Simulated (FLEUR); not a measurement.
**Equation of state of hcp Ru (space group 194): energy against volume (FLEUR, PBE)**

```
Ru
1.0
    2.66181     0.00000     0.00000
   -1.33091     2.30520     0.00000
    0.00000     0.00000     4.20390
Ru
2
Direct
  0.66667   0.33333   0.75000
  0.33333   0.66667   0.25000
```

Method of the run: PBE, all-electron FLAPW (FLEUR), scalar-relativistic valence (FLEUR). Settings: Kmax = 5.13 1/bohr; GmaxXC = 20.5 1/bohr; xcFunctional = pbe; jspins = 1; l_soc = F; mode = hist; fermiSmearingEnergy = 0.00183747 Htr; mesh (inpgen div1-3) = 25 25 14; inpgen gamma flag = true; Gmax = 20.5 1/bohr; numbands = 0; maxIterBroyd = 15; imix = Anderson; alpha = 0.05; precondParam = 0; minDistance = 1e-05 me/bohr^3. The cell above is the first row's. The rows scale it uniformly. In all rows fractional positions and the k mesh are held. E is the free energy at the stated smearing, counted from the lowest row.

| V (Å^3/atom) | E (meV/atom) |
|---|---|
| 12.8976 | 63.27 |
| 13.1780 | 28.27 |
| 13.4583 | 7.72 |
| 13.7387 | 0.00 |
| 14.0191 | 3.66 |
| 14.2995 | 17.42 |
| 14.5799 | 40.13 |
| 14.8602 | 70.75 |
| 15.1406 | ? |

Taking the third-order Birch-Murnaghan form, a cubic in V^(-2/3) for E over the 8 complete rows: With u = V^(-2/3) - 0.173, the rows have u = 0.008828, 0.006239, 0.003742, 0.001329, -0.001003, -0.003259, -0.005443, -0.007556. Least squares gives E = 0.763 - 1896.09·u + 994292·u² + 2560461·u³. Residuals (row less fit): -0.005, 0.012, -0.005, -0.005, -0.002, 0.006, 0.002, -0.003; standard error 0.008 (degrees of freedom: 4). Its minimum lies at u = 0.000950, so V0 = (0.173950)^(-3/2) = 13.78. There d²E/du² = 2003000 and d³E/du³ = 1.536e7, so B0 = (4/9) × 13.78^(-7/3) × 2003000 × 0.160218 = 313 GPa (the last factor turns the table's units into GPa), and B0' = 4 + (2/3) × 0.173950 × (1.536e7)/2003000 = 4.9.

Question: Predict the withheld E at V = 15.1406 from the fit, and compare with the calculation.

Answer: u = -0.009605, so E = 0.763 - 1896.09 × (-0.009605) + 994292 × (-0.009605)² + 2560461 × (-0.009605)³ = 108.435 meV/atom. The calculation gives 108.37 meV/atom, 0.065 meV/atom below the prediction (0.1 % of the range of E in the table). The row lies outside the fitted rows, so this is an extrapolation. From the scatter of the fitted rows alone, a prediction at this place has a standard error of 0.020 meV/atom, so the miss is 3.3 times that.

Carrying the step between the two nearest rows on in a straight line would have given 101.38, off by 6.99; series whose last step already gives the withheld value aren't shown. The scan was laid around a cell of about the measured size, scaled by a guess for this functional; axis ratios and inner coordinates come from that cell. The runs keep the symmetry of the cell, so they don't test it for distortions. Spin polarisation is off. Values depend on the basis (sphere radii, cutoffs, local orbitals), which need not be converged. The shape of the cell and the inner coordinates aren't relaxed, so V0 and B0 belong to this uniform scaling; a relaxed crystal lies no higher in energy and is usually softer. Cutoffs and mesh are single choices, not tested for convergence of this quantity. Series with a scatter that would blur these digits, or in which a gap closes, are not shown. Nor are scans whose minimum lies at an end fitted in this form.

Terms beyond the fitted order, or numerical noise in single rows, can give a miss of this size; the table doesn't tell which.
